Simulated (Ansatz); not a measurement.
Base system: CdS in the wurtzite structure (space group P6_3mc, No. 186).

Space group P6₃mc (No. 186); a = b = 4.197 Å, c = 6.830 Å, α = β = 90.00°, γ = 120.00°

```csv
atom,site,symmetry,x,y,z
Cd,2b,3m.,0.6667,0.3333,0.4992
S,2b,3m.,0.3333,0.6667,0.3756
```

Computed with PBE in Ansatz (plane waves to 420 eV, PAW, scalar-relativistic without spin-orbit coupling), earlier PAW set.

Before the change:

| Item | Result |
|---|---|
| Shortest interatomic distance | 2.566 Å |
| Electron mass | 0.12 mₑ along c, 0.13 mₑ across (at Γ) |
| Valence-band top at Γ | 0.00, 0.00, -0.04 eV |
| Band gap | 1.11 eV |

Modification: a negative pressure, −2 GPa.

Task: How does this affect the shortest interatomic distance?

Result: The shortest interatomic distance grows by 0.035 Å, from 2.566 Å to 2.601 Å.

Task: Estimate the effect on the electron mass.

Result: The electron mass goes from 0.12 mₑ along c, 0.13 mₑ across (at Γ) to 0.11 mₑ along c, 0.12 mₑ across (at Γ).

Task: What does the calculation give for the valence-band top at Γ after the change?

Result: The valence-band top at Γ (three highest levels, from the VBM) changes from 0.00, 0.00, -0.04 eV to 0.00, 0.00, -0.03 eV.

Task: How does this affect the band gap?

Result: The band gap decreases by 0.10 eV to 1.01 eV.

Load acts through the strain it causes; cell and atoms are relaxed under it. Masses are band curvatures over ±0.01 Å⁻¹ around the edge. No phonon test of stability was made.

Ansatz is a first-principles code.
